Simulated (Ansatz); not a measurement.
A self-consistent single point of a (111) slab of CoSi2 (cut from a parent of space group no. 225; 9 atoms in the cell) with Ansatz (an electronic-structure program).

Level of theory: PBEsol, default PAW files made with PBE (plane waves; Ansatz).

```
CoSi2
1.0
    3.77872     0.00000     0.00000
    1.88936     3.27247     0.00000
    0.00000     0.00000    21.71330
Co Si
3 6
Direct
  0.00000   0.00000   0.35790
  0.33333   0.33333   0.50000
  0.66667   0.66667   0.64209
  0.66667   0.66667   0.32238
  0.33333   0.33333   0.39343
  0.00000   0.00000   0.46448
  0.66667   0.66667   0.53552
  0.33333   0.33333   0.60657
  0.00000   0.00000   0.67762
```

Reference input (self-consistent single point, DFT, PBEsol, plane waves, default PAW files made with PBE): basis.ecutwfc = 420 eV; kpoints.mp_grid.grid = 9 9 1; hamiltonian.xc = pbesol; hamiltonian.pseudopotentials = {kind: paw} (the program's default PAW files); scf.occupations.method = fermi_dirac; scf.occupations.width = 0.1 eV. This run's input differs from it in these lines:

Ansatz 0.2 input:
```diff
@@ -16,3 +16,3 @@
 basis:
-  ecutwfc: 420.0
+  ecutwfc: 295.0
 kpoints:
```

Output (repeated stretches shortened):

```
SCF iter   1: F=—  HF=-19008.176564 eV  |F-HF|=—  |Δ(HF+E_count)|=         —  Δρ=2.22e-2  dr2=7.55e-1  ethr=1.77e-3  ⟨swp⟩=10.8  Hψ=3143  notcnv=0  defer=2
all-band conjugate gradients solve this SCF's bands
preconditioner: auto → LDOS
SCF iter   2: F=—  HF=-19009.451383 eV  |F-HF|=—  |Δ(HF+E_count)|=    1.27e0  Δρ=9.30e-2  dr2=1.52e1  ethr=1.01e-3  ⟨swp⟩=3.4  Hψ=1464  notcnv=0  defer=12  recentre
   [... lines left out ...]
SCF iter   9: F=—  HF=-19007.975591 eV  |F-HF|=—  |Δ(HF+E_count)|=   7.64e-4  Δρ=1.12e-4  dr2=2.63e-5  ethr=5.54e-8  ⟨swp⟩=1.9  Hψ=734  notcnv=0  defer=16
SCF iter  10: F=—  HF=-19007.975590 eV  |F-HF|=—  |Δ(HF+E_count)|=   9.38e-7  Δρ=1.79e-5  dr2=6.36e-7  ethr=3.51e-8  ⟨swp⟩=1.2  Hψ=563  notcnv=0  defer=16
SCF iter  11: F=—  HF=-19007.975589 eV  |F-HF|=—  |Δ(HF+E_count)|=   6.98e-7  Δρ=1.08e-5  dr2=1.93e-7  ethr=8.48e-10  ⟨swp⟩=2.7  Hψ=1027  notcnv=0  defer=16
SCF iter  12: F=-19007.975590 eV  HF=-19007.975590 eV  |F-HF|=8.98e-8  |Δ(HF+E_count)|=   2.03e-7  Δρ=1.82e-6  dr2=9.64e-9  ethr=1.33e-10  ⟨swp⟩=14.4  Hψ=2578  notcnv=0
SCF 1 converged in 12 iterations: F = -19007.975590 eV  dr2 = 9.64e-9
Free energy (F): -19007.975590 eV
Internal energy: -19007.789146 eV  (E = F + TS)
E sigma→0 (E₀):  -19007.882368 eV
Entropy (-TS):   -0.186443 eV (-20.716 meV/atom)
Fermi energy:    2.558099 eV
--- Forces (eV/Å), atoms counted from 1 ---
  atom   1  Co    -0.00000000     0.00000000    -0.27242369
  atom   2  Co    -0.00000000     0.00000000     0.00000000
  atom   3  Co     0.00000000    -0.00000000     0.27242369
  atom   4  Si     0.00000000     0.00000000     0.64072055
  atom   5  Si     0.00000000     0.00000000    -0.03475950
  atom   6  Si     0.00000000     0.00000000    -0.31620909
  atom   7  Si    -0.00000000     0.00000000     0.31620909
  atom   8  Si     0.00000000    -0.00000000     0.03475950
  atom   9  Si     0.00000000    -0.00000000    -0.64072055
--- Stress (GPa, compression-positive) ---
       -3.298598      -0.000000       0.000000
        0.000000      -3.298598       0.000000
        0.000000       0.000000      -1.508282
  P = ⅓ Tr σ = -2.7018 GPa (-27.018 kbar)
  The stress holds the Pulay correction. Without it, at fixed plane waves, as pw.x and ABINIT print it: P = -13.8739 GPa
```

The run converged in 12 iterations. Against the reference run the free energy rises by 273 meV/atom and the largest force goes from 0.673 to 0.641 eV/Å.

The starting cell has typed, rounded lattice constants, without a prior relaxation at this level. The slab is cut from that crystal, and its faces are unrelaxed. Its lattice was rescaled by up to half a per cent. Spin polarisation is off. The cutoff lies below the one recommended for these files.
